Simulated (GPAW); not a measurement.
A self-consistent single point of H₂ (Cmcm, 4 atoms in the cell) with GPAW

Level of theory: PBEsol, GPAW PAW datasets PBEsol (made by gpaw-setup) (plane waves; GPAW 25.7.0).

The input file:

```python
from ase import Atoms
from ase.units import GPa
from gpaw import GPAW, PW, FermiDirac

atoms = Atoms(['H', 'H', 'H', 'H'],
              cell=[[1.648530, -2.731690, 0.000000],
                    [1.648530, 2.731690, 0.000000],
                    [0.000000, 0.000000, 6.313770]],
              positions=[[1.648530, -0.370472, 6.310676],
                         [1.648530, 0.370472, 0.003094],
                         [1.648530, 0.370472, 3.153791],
                         [1.648530, -0.370472, 3.159979]],
              pbc=True)

calc = GPAW(mode=PW(850),
            xc='PBEsol',
            kpts={'size': (9, 9, 4), 'gamma': True},
            occupations=FermiDirac(0.0),
            nbands=-8,
            convergence={'forces': 0.001, 'bands': -6},
            symmetry={'symmorphic': False, 'tolerance': 0.0005},
            maxiter=100,
            txt='-')

atoms.calc = calc

energy = atoms.get_potential_energy()
print('Energy (eV):', round(energy, 6))
forces = atoms.get_forces()
print('Forces (eV/Ang):')
print(forces.round(5))
stress = atoms.get_stress()
print('Stress (GPa, Voigt):', (stress / GPa).round(4))
```

The program printed (abridged):

```
Input parameters:
  convergence: {bands: -6,
                forces: 0.001}
  kpts: {gamma: True,
         size: (9, 9, 4)}
  maxiter: 100
  mode: {ecut: 850.0,
         name: pw}
  nbands: -8
  occupations: {fixmagmom: False,
                name: fermi-dirac,
                width: 0.0}
  symmetry: {symmorphic: False,
             tolerance: 0.0005}
  xc: PBEsol

species:
  H:
    name: Hydrogen
    Z: 1.0
    valence: 1
    core: 0
    charge: 0.0
    file: H.PBEsol.gz

    # Using partial waves for H as LCAO basis

Reference energy: -48.977651  # eV

Spin-paired calculation

Convergence criteria:
 Maximum [total energy] change in last 3 cyles: 0.0005 eV / valence electron
 Maximum integral of absolute [dens]ity change: 0.0001 electrons / valence electron
 Maximum integral of absolute [eigenst]ate change: 4e-08 eV^2 / valence electron
 Maximum change in the atomic [forces] across last 2 cycles: 0.001 eV/Ang OR
Maximum error relative to the maximum force is below inf
 Maximum number of scf [iter]ations: 100

Symmetries present (total): 8
Symmetries with fractional translations: 4
324 k-points: 9 x 9 x 4 Monkhorst-Pack grid + [0.000000,0.000000,1/8]
75 k-points in the irreducible part of the Brillouin zone
       k-points in crystal coordinates                weights
   0:     0.00000000    0.00000000    0.00000000          1/324
   1:     0.00000000    0.00000000    0.25000000          2/324
   2:     0.00000000    0.00000000    0.50000000          1/324
   [... 7 lines left out ...]
          ...
  74:     0.44444444    0.44444444    0.50000000          2/324

Wave functions: Plane wave expansion
  Cutoff energy: 850.000 eV
  Number of coefficients (min, max): 3172, 3222
  Pulay-stress correction: 0.000000 eV/Ang^3 (de/decut=0.000000)

Occupation numbers: # Zero width

Eigensolver

Densities:
  Coarse grid: 24*24*48 grid
  Fine grid: 48*48*96 grid
  Total Charge: 0.000000

Density mixing:
  Method: separate
  Backend: pulay
  Linear mixing parameter: 0.05
  old densities: 5
  Damping of long wavelength oscillations: 50

Hamiltonian:
  XC and Coulomb potentials evaluated on a 48*48*96 grid
  External potential:
    NoExternalPotential

XC parameters: PBEsol with 2 nearest neighbor stencil

Number of atoms: 4
Number of atomic orbitals: 4
Number of bands in calculation: 10
Number of valence electrons: 4
Bands to converge: 4

Density initialized from atomic densities
  4 bands from LCAO basis set
  6 bands from random numbers

Atomic positions and initial magnetic moments

Positions:
   0 H      1.648530   -0.370472    6.310676    ( 0.0000,  0.0000,  0.0000)
   1 H      1.648530    0.370472    0.003094    ( 0.0000,  0.0000,  0.0000)
   2 H      1.648530    0.370472    3.153791    ( 0.0000,  0.0000,  0.0000)
   3 H      1.648530   -0.370472    3.159979    ( 0.0000,  0.0000,  0.0000)

Unit cell:
           periodic     x           y           z      points  spacing
  1. axis:    yes    1.648530   -2.731690    0.000000    24     0.1176
  2. axis:    yes    1.648530    2.731690    0.000000    24     0.1176
  3. axis:    yes    0.000000    0.000000    6.313770    48     0.1315

  Lengths:   3.190577   3.190577   6.313770
  Angles:   90.000000  90.000000 117.779419

Effective grid spacing dv^(1/3) = 0.1272

     iter     time        total  log10-change:
                         energy   eigst   dens  force
iter:   1 --:--:--   -14.587299   +1.32
iter:   2 --:--:--   -14.478269   +0.06  -0.41
iter:   3 --:--:--   -13.478082   -0.90  -0.44
iter:   4 --:--:--   -13.472003   -3.48  -1.57
iter:   5 --:--:--   -13.472775   -4.04  -1.92
iter:   6 --:--:--   -13.473058c  -3.64  -2.01
iter:   7 --:--:--   -13.473061c  -5.55  -3.19
iter:   8 --:--:--   -13.473056c  -5.73  -3.08
iter:   9 --:--:--   -13.473056c  -7.29  -4.04c
iter:  10 --:--:--   -13.473056c  -9.43c -4.67c
iter:  11 --:--:--   -13.473056c  -8.17c -4.71c -3.64c

Converged after 11 iterations.

Dipole moment: (0.000000, -0.000000, -0.000000) |e|*Ang

Energy contributions relative to reference atoms: (reference = -48.977651)

Kinetic:        +14.042113
Potential:      -17.166695
External:        +0.000000
XC:             -10.357485
Entropy (-ST):   +0.000000
Local:           +0.009011
SIC:             +0.000000
--------------------------
Free energy:    -13.473056
Extrapolated:   -13.473056

Showing only first 2 kpts
 Kpt  Band  Eigenvalues  Occupancy
  0     0    -10.23553    2.00000
  0     1     -9.52909    2.00000
  0     2      0.90690    0.00000
  0     3      4.01946    0.00000

  1     0    -10.14346    2.00000
  1     1     -9.64587    2.00000
  1     2      1.33261    0.00000
  1     3      3.54955    0.00000

Fermi level: -4.15396

Gap: 8.325 eV
Transition (v -> c):
  (s=0, k=72, n=1, [0.44, 0.44, 0.00]) -> (s=0, k=48, n=2, [0.44, -0.44, 0.00])
Direct/indirect transitions are different
Direct gap: 8.361 eV
Transition at: (s=0, k=72, n=1, [0.44, 0.44, 0.00])
Energy (eV): -13.473056

Forces in eV/Ang:
  0 H     0.00000   -0.65801   -0.00577
  1 H     0.00000    0.65801    0.00577
  2 H     0.00000    0.65801   -0.00577
  3 H     0.00000   -0.65801    0.00577

Stress tensor:
    -0.000812     0.000000     0.000000
     0.000000    -0.017326     0.000000
     0.000000     0.000000    -0.001056
Stress (GPa, Voigt): [-0.13   -2.776  -0.1692  0.      0.      0.    ]
```

The run converged in 11 iterations. GPAW prints stress with tension positive.

The starting cell comes from a database of computed structures (which also holds hypothetical and non-ambient phases and stackings), without a prior relaxation at this level. Another mesh or the band path of this cell gives a smaller gap, so this value is not converged in the mesh.

Cost on one core of a shared machine: roughly 40 s.
